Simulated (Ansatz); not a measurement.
The parent structure is TaAgO3 in the cubic perovskite structure (space group Pm-3m, No. 221; a = 3.951 Å; a cell from a computed database, its experimental status unchecked).

One thing is altered: every Ta is replaced by Nb; the structure is relaxed again.

Levels (all Ansatz, a program for electronic structure, PAW): PBEsol (420 eV, no spin-orbit coupling); PBEsol+SOC (420 eV, with spin-orbit coupling).

The geometry is relaxed with PBEsol.

| Item | Value |
|---|---|
| PBEsol lowest conduction level above the VBM at special points | X 1.40 eV; Γ 1.58 eV; R 3.35 eV; M 4.10 eV |
| PBEsol gap character | indirect, M → X |
| PBEsol smallest direct gap | 1.58 eV |

**Question.** How does going to PBEsol+SOC change the lowest conduction level above the VBM at special points, gap character and smallest direct gap?

**Answer.** The lowest conduction level above the VBM at special points changes from X 1.40 eV; Γ 1.58 eV; R 3.35 eV; M 4.10 eV to X 1.38 eV; Γ 1.52 eV; R 3.33 eV; M 4.05 eV; the gap character stays indirect, M → X; the smallest direct gap decreases by 0.12 eV (1.58 eV → 1.46 eV).

Single points use the geometry relaxed with PBEsol. The spin-orbit shifts are approximate. Whether these cells are dynamically stable was not tested. For NbAgO3 in this form, whether it has been made was not checked. Many cubic perovskites are stable only at high temperature; tilts and polar distortions were not tested.
